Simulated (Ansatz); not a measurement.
Data:

A slab with vacuum along the third vector:

```yaml
crystal:
  lattice:
    - [3.18429, 0.00000, 0.00000]
    - [0.00000, 11.48112, 0.00000]
    - [0.00000, 0.00000, 26.50000]
  atoms:
    - { symbol: W, position: [0.50000, 0.20250, 0.31546] }
    - { symbol: W, position: [0.00000, 0.38231, 0.32827] }
    - { symbol: W, position: [0.50000, 0.57456, 0.34470] }
    - { symbol: W, position: [0.00000, 0.76811, 0.36102] }
    - { symbol: W, position: [0.50000, 0.95898, 0.37510] }
    - { symbol: W, position: [0.00000, 0.15158, 0.39094] }
    - { symbol: W, position: [0.50000, 0.34663, 0.40959] }
    - { symbol: W, position: [0.00000, 0.53921, 0.42491] }
    - { symbol: W, position: [0.50000, 0.73242, 0.44151] }
    - { symbol: W, position: [0.00000, 0.92384, 0.45779] }
    - { symbol: W, position: [0.50000, 0.11568, 0.47515] }
    - { symbol: W, position: [0.00000, 0.30728, 0.49174] }
    - { symbol: W, position: [0.50000, 0.50041, 0.50826] }
    - { symbol: W, position: [0.00000, 0.69201, 0.52485] }
    - { symbol: W, position: [0.50000, 0.88385, 0.54221] }
    - { symbol: W, position: [0.00000, 0.07528, 0.55849] }
    - { symbol: W, position: [0.50000, 0.26848, 0.57509] }
    - { symbol: W, position: [0.00000, 0.46106, 0.59041] }
    - { symbol: W, position: [0.50000, 0.65611, 0.60906] }
    - { symbol: W, position: [0.00000, 0.84871, 0.62490] }
    - { symbol: W, position: [0.50000, 0.03958, 0.63898] }
    - { symbol: W, position: [0.00000, 0.23314, 0.65530] }
    - { symbol: W, position: [0.50000, 0.42538, 0.67173] }
    - { symbol: W, position: [0.00000, 0.60520, 0.68454] }
```

Set-up: 24 atoms, 10.2 Å thick at the start (thin: gaps and levels are the slab's own); mesh 12x4x1; 0.1 eV smearing; dipole correction on; all atoms relaxed; start symmetry kept, larger cells not searched; no spin, no spin-orbit, no U.

### Question
Estimate the work function of the top face that PBE (Ansatz, an electronic-structure program) returns for this input.

### Answer
4.47 eV

### Question
What surface energy (mean of both faces) does PBE give?

### Answer
3.60 J/m^2
